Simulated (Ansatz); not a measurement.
Terminations of the (100) surface of rock-salt TaC, measured from the surface 'clean 1x1'. Atoms come from or go to: Ag: fcc Ag, B: alpha boron, C: graphite, F: ½ F2(g), Mg: hcp Mg, Mo: bcc Mo, N: ½ N2(g), O: ½ O2(g), Sc: hcp Sc, Ta: bcc Ta. ΔE is the energy of forming the row's surface from that one (negative: more stable at these reservoirs); the vacuum level's shift is aligned on the shared bottom. No zero-point or thermal terms. These are constructed structures in small cells; real faces may alloy, dewet or reconstruct in larger ones, and not all known structures of the face are among them. Slabs of about 14 Å with all that they carry, Fermi-Dirac smearing of 0.1 eV. Bottom of the slabs: a bare face, its two planes held. Relaxed from the named starts with such symmetry as they have, on meshes of like density; energies extrapolated to zero smearing; no spin-orbit coupling, no U. Spin-polarised runs, if any, are marked in brackets, and their order is one that fits the cell; the others ran without spin. A dash marks a value that is undefined for that row (no clear gap, or no work function of a gapped slab) or was not read reliably on its mesh.

Computed with PBE (plane waves to 420 eV, PAW; Ansatz, a first-principles code).

```json
[
 {"surface": "Mg on half the Ta sites of the top plane, c(2x2)", "atoms added per 1x1": "+0.5 Mg, -0.5 Ta", "ΔE per 1x1 (eV)": "1.12", "shift of the vacuum level (eV)": "0.17", "work function (eV)": "3.88"},
 {"surface": "Mo on all Ta sites of the second plane", "atoms added per 1x1": "+1 Mo, -1 Ta", "ΔE per 1x1 (eV)": "?", "shift of the vacuum level (eV)": "0.30", "work function (eV)": "4.00"},
 {"surface": "half the C sites of the top plane empty, c(2x2)", "atoms added per 1x1": "-0.5 C", "ΔE per 1x1 (eV)": "0.86", "shift of the vacuum level (eV)": "0.45", "work function (eV)": "4.15"},
 {"surface": "N on all C sites of the second plane", "atoms added per 1x1": "-1 C, +1 N", "ΔE per 1x1 (eV)": "?", "shift of the vacuum level (eV)": "0.13", "work function (eV)": "3.80"},
 {"surface": "Sc on all Ta sites of the top plane", "atoms added per 1x1": "+1 Sc, -1 Ta", "ΔE per 1x1 (eV)": "?", "shift of the vacuum level (eV)": "-0.59", "work function (eV)": "3.11"},
 {"surface": "half the Ta sites of the top plane empty, c(2x2)", "atoms added per 1x1": "-0.5 Ta", "ΔE per 1x1 (eV)": "2.96", "shift of the vacuum level (eV)": "1.37", "work function (eV)": "5.13"},
 {"surface": "top plane replaced by MoO", "atoms added per 1x1": "-1 C, +1 Mo, +1 O, -1 Ta", "ΔE per 1x1 (eV)": "-0.63", "shift of the vacuum level (eV)": "-0.14", "work function (eV)": "3.54"},
 {"surface": "B on half the C sites of the top plane, c(2x2)", "atoms added per 1x1": "+0.5 B, -0.5 C", "ΔE per 1x1 (eV)": "-0.03", "shift of the vacuum level (eV)": "0.40", "work function (eV)": "4.09"},
 {"surface": "a layer of Ag, one atom over each C", "atoms added per 1x1": "+1 Ag", "ΔE per 1x1 (eV)": "?", "shift of the vacuum level (eV)": "0.87", "work function (eV)": "4.59"},
 {"surface": "F on half the C sites of the top plane, c(2x2) (1 F–Ta bonds broke)", "atoms added per 1x1": "-0.5 C, +0.5 F", "ΔE per 1x1 (eV)": "-0.94", "shift of the vacuum level (eV)": "1.11", "work function (eV)": "4.81"},
 {"surface": "B on all C sites of the top plane", "atoms added per 1x1": "+1 B, -1 C", "ΔE per 1x1 (eV)": "-0.04", "shift of the vacuum level (eV)": "0.93", "work function (eV)": "4.60"},
 {"surface": "N on all C sites of the top plane", "atoms added per 1x1": "-1 C, +1 N", "ΔE per 1x1 (eV)": "?", "shift of the vacuum level (eV)": "-0.45", "work function (eV)": "3.23"}
]
```

What belongs in the gaps?


- Mo on all Ta sites of the second plane, ΔE per 1x1 (eV): 1.39
- N on all C sites of the second plane, ΔE per 1x1 (eV): -0.27
- Sc on all Ta sites of the top plane, ΔE per 1x1 (eV): -0.13
- a layer of Ag, one atom over each C, ΔE per 1x1 (eV): 0.41
- N on all C sites of the top plane, ΔE per 1x1 (eV): -0.93
